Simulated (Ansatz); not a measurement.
NiAs-type NiSb, treated with LDA in Ansatz (plane waves, PAW).

Settings: plane-wave cutoff 520 eV, 18×18×12 k mesh (along the axes of the cell as run), Fermi–Dirac smearing 0.074 eV (set by the program), no spin polarisation, scalar-relativistic PAW data made under PBE.

Computed at the level's own relaxed cell.

Hill averages of the elastic tensor: K = 139.9 GPa, G = 61.5 GPa. Volume 16.381 Å³/atom, mean atomic mass 90.227 u.

Question: Work out the density, the sound velocities of a polycrystal and the elastic Debye temperature, and Pugh's ratio at this level.

Answer: ρ = 1.66054 × 90.227/16.381 = 9.146 g/cm³. v_l = √[(K + 4G/3)/ρ] = 4.926 km/s and v_t = √(G/ρ) = 2.593 km/s. The mean follows from 3/v_m³ = 1/v_l³ + 2/v_t³: v_m = 2.899 km/s. Θ_D = (ħ/k_B) v_m (6π²/V)^(1/3) = 76.38 K Å s/km × 2.899 × 1.5347 Å⁻¹ = 340 K, counting all atoms of the cell. K/G = 2.27, to be set beside Pugh's rough bound of 1.75 between brittle and ductile metals.

Ansatz is a program for electronic structure.
